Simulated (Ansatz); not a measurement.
Consider WC (space group P-6m2, No. 187; a = 2.8843 Å, c = 2.8115 Å; relaxed with 0.1 eV smearing). Axes: x lies along a and z along c of the hexagonal cell.

Calculations: Ansatz (an electronic-structure program) LDA, no spin-orbit coupling.

For the base:

Pressure: 0.0 GPa
Shortest interatomic distance: 2.179 Å

One thing is altered: the cell is compressed by 0.50 % along x with no lateral relaxation, atoms relaxed at fixed cell.

### Question
What happens to the energy relative to the base?

### Answer
The energy goes up by 0.6 meV/atom.

### Question
What happens to the pressure?

### Answer
The pressure (mean of the normal stresses, compression positive) goes from zero to 2.0 GPa.

### Question
What happens to the shortest interatomic distance?

### Answer
The shortest interatomic distance decreases by 0.004 Å, from 2.179 Å to 2.175 Å.

The cells carry an imposed strain or load. No phonon test of stability was made. The final runs are not spin-polarised.
